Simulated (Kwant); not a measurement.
## Ge/Si0.2Ge0.8 stack with 3 barriers

Model system: Ge/Si0.2Ge0.8 stack with 3 barriers. One parabolic valley. Leads of mass 0.12 mₑ with the band edge at 0; grid 0.1 nm; bias swept from 0.0048 to 0.18 V, dropping linearly over the stack. Emitter Fermi level 0.0064 eV, 300 K, equal in the collector.

| layer | thickness (nm) | band offset (eV) | mass (mₑ) |
|---|---|---|---|
| 1 | 2.1 | 0.12 | 0.14 |
| 2 | 4.6 | 0 | 0.12 |
| 3 | 2.1 | 0.12 | 0.14 |
| 4 | 4.6 | 0 | 0.12 |
| 5 | 2.1 | 0.12 | 0.14 |

Constants are typed, rounded textbook-type inputs, not results; the design itself was drawn at random and stands for no fabricated device.

Kwant, one-band effective-mass tight-binding model in one dimension, coherent, no space charge, current by the Tsu-Esaki formula.

| bias (V) | J (A/cm²) |
|---|---|
| 0.004800 | 30800 |
| 0.01084 | 66500 |
| 0.01688 | 96300 |
| 0.02292 | 119000 |
| 0.02897 | 136000 |
| 0.03501 | 148000 |
| 0.04105 | 156000 |
| 0.04709 | 162000 |
| 0.05313 | 166000 |
| 0.05917 | 169000 |
| 0.06521 | 173000 |
| 0.07125 | 181000 |
| 0.07730 | 191000 |
| 0.08334 | 201000 |
| 0.08938 | 212000 |
| 0.09542 | 223000 |
| 0.1015 | 235000 |
| 0.1075 | 246000 |
| 0.1135 | 256000 |
| 0.1196 | 265000 |
| 0.1256 | 271000 |
| 0.1317 | 273000 |
| 0.1377 | 267000 |
| 0.1437 | 248000 |
| 0.1498 | 205000 |
| 0.1558 | 165000 |
| 0.1619 | 154000 |
| 0.1679 | 153000 |
| 0.1740 | 156000 |
| 0.1800 | 161000 |
